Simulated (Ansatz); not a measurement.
The parent structure is Sn (space group I4_1/amd, No. 141; a = 5.9471 Å, c = 3.2122 Å).

All numbers come from PBE (Ansatz, a program for electronic structure), scalar-relativistic without spin-orbit coupling, earlier PAW set.

One change was made to it. Results:

The density grows by 0.565 g/cm³ (6.94 g/cm³ → 7.51 g/cm³); the c/a ratio stays essentially unchanged (0.540 against 0.539).

Problem. Which of these changes matches the shifts?
(A) pressure 4.5 GPa
(B) pressure 22.5 GPa
(C) pressure −2 GPa
(D) pressure −1 GPa

Solution. A, pressure 4.5 GPa. For comparison, the density in the other runs: pressure 22.5 GPa gives 8.95 g/cm³; pressure −2 GPa gives 6.62 g/cm³; pressure −1 GPa gives 6.79 g/cm³.

Load acts through the strain it causes; cell and atoms are relaxed under it. Whether these cells are dynamically stable was not tested. Measured, Sn leaves this structure (for a body-centred tetragonal phase) near 8 GPa (temperature not stated; as listed in Olga Degtyareva, NATO science for peace and security series. B, Physics and biophysics (2010)).
